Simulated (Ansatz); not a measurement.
Consider Ta in the bcc (W type) structure (space group Im-3m, No. 229; a = 3.254 Å; relaxed with 0.1 eV smearing). Axes: x, y, z lie along the cube axes.

Computed with LDA (Ansatz, a first-principles code; PAW; 420 eV plane waves; spin-orbit coupling left out).

Before the change:

```
Property   Result
--------  -------
Pressure  0.0 GPa
```

Modification: biaxial strain −1.50 %, plane normal [001], relaxed out of plane (Cartesian); in-plane vectors clamped, the third vector and the atoms free.

**Question.** Estimate the effect on the pressure and out-of-plane strain.

**Answer.** The pressure (mean of the normal stresses, compression positive) goes from zero to 2.9 GPa; the out-of-plane strain amounts to +1.78 %.

Whether these cells are dynamically stable was not tested. The final runs are not spin-polarised.
